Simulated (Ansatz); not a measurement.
Checking a run of Ansatz (a first-principles code) on NiSb (P6_3/mmc, 4 atoms in the cell). The aim is a self-consistent single point with DFT, PBE, plane waves, PAW files.

Cell that was meant: a = 3.9509 Å, b = 3.9509 Å, c = 5.1438 Å, α = 90.00°, β = 90.00°, γ = 120.00°.

Part of the input:

Ansatz 0.2 input:
```yaml
    - { symbol: Ni, position: [0.000000, 0.000000, 0.500000] }
    - { symbol: Sb, position: [0.333333, 0.666667, 0.250000] }
    - { symbol: Sb, position: [0.666667, 0.333333, 0.750000] }
basis:
  ecutwfc: 145.0
kpoints:
  mp_grid:
    grid: [7, 7, 5]
```

Output, abridged:

```
   [... lines left out ...]
Symmetry: 24 space group operations
Space group: P63/mmc (ITA 194), of the structure as read, at distance tolerance 4.1e-5 Å
k-points: 24 of 245
Initial density: superposition of atomic densities (chi_scale 0.1, normalization cell, long waves kept (reshape's long-wave potential 0.00 eV rms))
Initial wavefunctions: pseudopotential atomic-orbital guess
Eigensolver: davidson
Functional: x = pbe(κ = 0.804, μ = 0.2195149727645171), c = pbe(β = 0.06672455060314922)
SCF iter   1: F=—  HF=-24409.401034 eV  |F-HF|=—  |Δ(HF+E_count)|=         —  Δρ=7.62e-1  dr2=2.00e2  ethr=3.10e-3  ⟨swp⟩=6.0  Hψ=3404  notcnv=0
all-band conjugate gradients solve this SCF's bands
preconditioner: auto → LDOS
SCF iter   2: F=—  HF=-24391.137839 eV  |F-HF|=—  |Δ(HF+E_count)|=    1.83e1  S|Δr|=    0.00e0  Δρ=6.60e-1  dr2=1.29e2  ethr=3.10e-3  ⟨swp⟩=3.5  Hψ=2890  notcnv=0  defer=49
   [... lines left out ...]
SCF iter   9: F=—  HF=-24333.352539 eV  |F-HF|=—  |Δ(HF+E_count)|=   2.23e-3  S|Δr|=    0.00e0  Δρ=8.53e-5  dr2=3.12e-6  ethr=4.81e-8  ⟨swp⟩=2.0  Hψ=1593  notcnv=0  defer=50
SCF iter  10: F=—  HF=-24333.352540 eV  |F-HF|=—  |Δ(HF+E_count)|=   5.51e-7  S|Δr|=    0.00e0  Δρ=2.35e-5  dr2=2.55e-7  ethr=4.73e-9  ⟨swp⟩=1.9  Hψ=1040  notcnv=0  defer=50
SCF iter  11: F=-24333.352540 eV  HF=-24333.352540 eV  |F-HF|=4.39e-8  |Δ(HF+E_count)|=   1.74e-7  S|Δr|=    0.00e0  Δρ=8.99e-6  dr2=5.90e-8  ethr=1.52e-10  ⟨swp⟩=8.6  Hψ=3340  notcnv=0
SCF 1 converged in 11 iterations: F = -24333.352540 eV  dr2 = 5.90e-8
Stability not checked (fill_not_monotonic)
Free energy (F): -24333.352540 eV
Internal energy: -24333.354621 eV  (E = F + TS)
E sigma→0 (E₀):  -24333.353234 eV
Entropy (-TS):   0.002081 eV (0.520 meV/atom)
Fermi energy:    15.130411 eV
--- Forces (eV/Å), atoms counted from 1 ---
  atom   1  Ni     0.00000000     0.00000000    -0.00000000
   [... zero for the other atoms too ...]
--- Stress (GPa, compression-positive) ---
      140.889005      -0.000000       0.000000
       -0.000000     140.889005       0.000000
        0.000000       0.000000     -58.423343
  P = ⅓ Tr σ = 74.4516 GPa (744.516 kbar)
  The stress holds the Pulay correction. Without it, at fixed plane waves, as pw.x and ABINIT print it: P = -2646.1443 GPa
```

Problem. Can these results be used? Check the input.

Solution. The run is not sound. The fault is a basis or grid far too coarse for these potentials. The error of an incomplete plane-wave basis or grid does not cancel at such settings. To fix it, restore the cutoff that the potentials need and check convergence. The run converged in 11 iterations without an error; against the sound input the free energy goes up by 79.1 eV/atom and the pressure goes from 1.66 to 74.45 GPa. At a fixed set of plane waves, without the program's Pulay estimate, the pressure is -2646.14 GPa against 1.62 GPa.

The sound input it was made from differs as follows (other fixes are possible):
```diff
-basis:
-  ecutwfc: 145.0
```

With that input, the run converged in 11 iterations: free energy E − TS (on the zero of these files) -24649.6351 eV; Fermi level (on the code's own zero) 15.08 eV; pressure 1.66 GPa (DFT, PBE, plane waves, PAW files).

On the sound input: the starting cell comes from a database of computed structures (which also holds hypothetical and non-ambient phases and stackings), without a prior relaxation at this level. Its lattice was rescaled by a random factor within 2.5 % of one. Spin-orbit coupling is off. Spin polarisation is off. Ansatz's pressure includes its estimate of the finite-basis (Pulay) stress.
